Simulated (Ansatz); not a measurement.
BP under load (space group I-4m2), r2SCAN with spin-orbit coupling, rigid bands (Ansatz, a first-principles code). Condition of this run: uniaxial stress zz = -1 GPa (compression positive) (the target of the relaxation). Band gap 1.38 eV, N_c = 3.01e19 cm⁻³ and N_v = 1.64e19 cm⁻³ at 300 K, conductivity masses along x (a = (0.00, 2.27, 2.28) Å; b = (2.27, 0.00, 2.28) Å; c = (2.27, 2.27, 0.00) Å) of 0.378 mₑ (electrons) and 0.406 mₑ (holes). Take k_BT = 0.02585 eV.

**Question.** Find the intrinsic carrier density and the intrinsic Fermi level.

**Answer.** n_i = √(N_c N_v) exp(−E_g/2k_BT) = 2.22e19 × exp(−26.69) = 5.7e7 cm⁻³. The level lies (k_BT/2) ln(N_v/N_c) = -8 meV from mid-gap (positive towards the conduction band). Each 0.1 eV added to the gap lowers n_i by a factor of 6.9.

**Question.** What built-in voltage has an abrupt junction with N_A = 1e17 and N_D = 1e18 cm⁻³, all dopants ionised?

**Answer.** V_bi = E_g/e − (k_BT/e) ln(N_c N_v/(N_A N_D)) = 1.38 − 0.02585 × 8.50 = 1.16 V, for the computed gap.

**Question.** A film of it is 8 nm thick, with its normal along the direction named. Estimate the confinement energies in an infinite well.

**Answer.** ħ²π²/(2m t²) = 0.376 eV·nm²/(m/mₑ × t²) gives 15.5 meV for electrons and 14.5 meV for holes, so the gap would widen to about 1.41 eV. Finite barriers and nonparabolic bands lower this, and with several valleys or bands the heaviest mass along the normal sets the lowest level, not this average.

Rigid bands with the computed gap; masses take one relaxation time for all states.
